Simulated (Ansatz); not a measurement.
Base system: CuI in the zinc blende structure (space group F-43m, No. 216).

Space group F-43m (No. 216); a = 5.8619 Å, b = 5.8619 Å, c = 5.8619 Å, α = 90.00°, β = 90.00°, γ = 90.00°

| atom | site | symmetry | x | y | z |
|---|---|---|---|---|---|
| Cu | 4a | -43m | 0.0000 | 0.0000 | 0.0000 |
| I | 4d | -43m | 0.7500 | 0.7500 | 0.7500 |
(The calculation used a cell of 2 atoms; values per cell refer to that cell.)

Method: Ansatz (a program for electronic structure) LDA, no spin-orbit coupling.

One change was made to it. Results:

| quantity | base | after |
|---|---|---|
| lattice parameter a | 5.862 Å | 5.537 Å |
| valley order (the lowest conduction-band minima on the path, energy above the VBM, named in the base's zone) | Γ 1.22 eV; L along ⟨111⟩ 2.12 eV; X along ⟨100⟩ 2.41 eV | Γ 1.81 eV; X along ⟨100⟩ 2.00 eV; L along ⟨111⟩ 2.25 eV |
| hole mass (degenerate bands, along [100]) | 0.18, 0.57, 0.57 mₑ (at Γ) | 0.20, 0.42, 0.42 mₑ (at Γ) |
| electron mass | 0.14 mₑ (at Γ) | 0.15 mₑ (at Γ) |

Question: Which of these changes matches the shifts?
A) pressure 15 GPa
B) pressure −1 GPa
C) pressure 2.1 GPa

Answer: A, pressure 15 GPa. For comparison, the valley order in the other runs: pressure 2.1 GPa gives Γ 1.33 eV; L along ⟨111⟩ 2.14 eV; X along ⟨100⟩ 2.33 eV; pressure −1 GPa gives Γ 1.17 eV; L along ⟨111⟩ 2.10 eV; X along ⟨100⟩ 2.44 eV.

Spin-orbit coupling, missing from the scalar runs, can matter with I. The levels and masses belong to the bands next to the band gap. Load acts through the strain it causes; cell and atoms are relaxed under it. Masses are band curvatures over ±0.01 Å⁻¹ around the edge. Stability against distortions was not tested. Tetrahedral semiconductors of this kind turn to denser phases somewhere between about 1 and 50 GPa; those were not computed, so compressed cells here can lie past the real transition. The final runs are not spin-polarised.
